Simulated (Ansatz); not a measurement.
GaAlSb2 (R3m, No. 160, 4 atoms in the cell; start mp-1228895)

All values below come from HSE06 (plane waves, PAW; Ansatz, a first-principles code).

Numerical settings: plane-wave cutoff 460 eV, 8×8×8 k mesh, Fermi–Dirac smearing 0.01 eV, scalar-relativistic PAW data made under PBE.

Cell (relaxed with PBEsol):

```
CELL_PARAMETERS angstrom
      2.16948     1.25255     7.08495
     -2.16948     1.25255     7.08495
      0.00000    -2.50510     7.08495
ATOMIC_POSITIONS crystal
  Al 0.99985 0.99985 0.99985
  Ga 0.50008 0.50008 0.50008
  Sb 0.12538 0.12538 0.12538
  Sb 0.62471 0.62471 0.62471
```

```
Property                       Result
--------  ---------------------------
band gap  1.03 eV (on the SCF k mesh)
```

Note: cell and atoms aren't relaxed at this level (pressure 0.5 GPa).

Spin–orbit coupling is not included; with these elements it can move the gap by several tenths of an eV or more.

The result took about 12 core-minutes (a rough figure).

A start named mp-… is a Materials Project structure, which need not be a measured phase.
